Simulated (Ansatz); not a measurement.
## Zr in the diamond structure (space group Fd-3m, No. 227; a hypothetical phase, not in the database extracts checked)

```xyz
2
Lattice="0.0000 3.0686 3.0686 3.0686 0.0000 3.0686 3.0686 3.0686 0.0000" Properties=species:S:1:pos:R:3 pbc="T T T"
Zr     1.5343     1.5343     1.5343
Zr     0.0000     0.0000     0.0000
```

Level of theory: Kohn–Sham DFT with the PBEsol functional, run in Ansatz (an electronic-structure program) with PAW and 420 eV plane waves, no SOC. Γ-centred 13×13×13 mesh, Fermi–Dirac width 0.05 eV.

```json
{
  "volume_per_atom": "28.90 Å³",
  "density": "5.24 g/cm³",
  "band_gap": "zero",
  "total_energy": "-4126.193 eV/atom (σ→0; compares only within this code and set-up)"
}
```

No phonon test of stability was made. The final runs are not spin-polarised. Zr has a high density of states at the Fermi level and may be magnetic at this level.
